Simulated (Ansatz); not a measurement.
```
CELL_PARAMETERS angstrom
      0.02899     3.06463     3.06463
      3.06463     0.02899     3.06463
      3.06463     3.06463     0.02899
ATOMIC_POSITIONS crystal
  In 0.75076 0.75076 0.75076
  As 0.99924 0.99924 0.99924
```

Method: PBEsol, rigid bands (plane waves, PAW, scalar-relativistic; Ansatz, a first-principles code). Condition of this run: uniaxial stress along [111] of -1 GPa (compression positive) (the target of the relaxation). Cell: cell and atoms relaxed with PBEsol, then loaded as said.

Task: Is this a good metal at this level?

Result: No. No gap shows, but r2SCAN opens one on the same cell, so the missing gap may be the functional's error (that test had no spin-orbit coupling). N(E_F) = 0.0043 states/eV a cell at 300 K and the Drude plasma energy along the best axis is 0.197 eV, several times under that of a simple or noble metal.

Spin-orbit coupling is left out; it can open or close a small gap.
